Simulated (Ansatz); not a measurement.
Structures of equal composition on the (111) surface of fcc Cu: p(2x2), one Cu adatom; one added row of Cu in 4. The slabs share one bottom face, and each structure is named by its start. These are constructed structures in small cells; real faces may alloy, dewet or reconstruct in larger ones, and not all known structures of the face are among them. Slabs of about 10 Å, Fermi-Dirac smearing of 0.1 eV. Bottom of the slabs: a bare face, its two planes held. Relaxed from the named starts with such symmetry as they have, on meshes of like density; energies extrapolated to zero smearing; spin only where a row says so; no spin-orbit coupling, no U. Brackets mark spin-polarised runs, whose order is one that fits the cell. The cells differ, so small differences also carry the error of unlike k-meshes.

Method: PBE (plane waves to 420 eV, PAW; Ansatz, a quantum-chemistry and plane-wave program).

Q: Put the candidates in order of energy per 1x1 cell, lowest first, for PBE.

A: one added row of Cu in 4 (0.00 eV), p(2x2), one Cu adatom (0.08 eV)
